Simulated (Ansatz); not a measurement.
Start from TlBr in the zinc blende structure (space group F-43m, No. 216; a = 7.3107 Å; a hypothetical phase, not in the database extracts checked).

The change: full substitution Tl → Bi, then cell and atoms are relaxed.

Levels (all Ansatz, an electronic-structure program, PAW, earlier PAW set): PBEsol (420 eV, no spin-orbit coupling); PBEsol+SOC (420 eV, noncollinear with spin-orbit coupling).

The geometry is relaxed with PBEsol.

| Item | Value |
|---|---|
| PBEsol band gap | zero |
| PBEsol pressure | 0.0 GPa |

Q: How does going to PBEsol+SOC change the band gap and pressure?

A: The band gap goes from zero to 0.50 eV; the pressure goes from zero to 2.1 GPa.

Single points use the geometry relaxed with PBEsol. Differences between runs with and without spin-orbit coupling are approximate. No phonon test of stability was made. As relaxed here, BiBr is a hypothetical phase, not in the database extracts checked. The runs without spin-orbit coupling are not spin-polarised.
